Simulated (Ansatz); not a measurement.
Functionals compared on a constructed model of the (110) surface of bcc V, a pseudomorphic layer of Pt in the host's stacking (bottom of the slab: a bare face, its two planes held), in Ansatz (plane waves, PAW). The structure was relaxed with PBE; the other rows are single points on it. Cutoff 420 eV (500 eV for r2SCAN).

Model: 7-atom slab, 13.2 Å thick at the start, 15x15x1 mesh, Fermi-Dirac 0.1 eV, dipole correction, 2 atoms held, the rest relaxed; start symmetry kept, larger cells not searched; no spin, no spin-orbit, no U. It is one candidate, not shown to be the stable structure of the face. These notes are the PBE run's.

```csv
functional,work function of the top face (eV),rough cost of the single point
PBE,4.72,–
RPBE,…,very roughly 40 core-seconds
r2SCAN,4.66,very roughly 80 core-seconds
```

### Question
Fill in the missing entries.

### Answer

- RPBE, work function of the top face (eV): 4.55

Ansatz is a program for electronic structure.
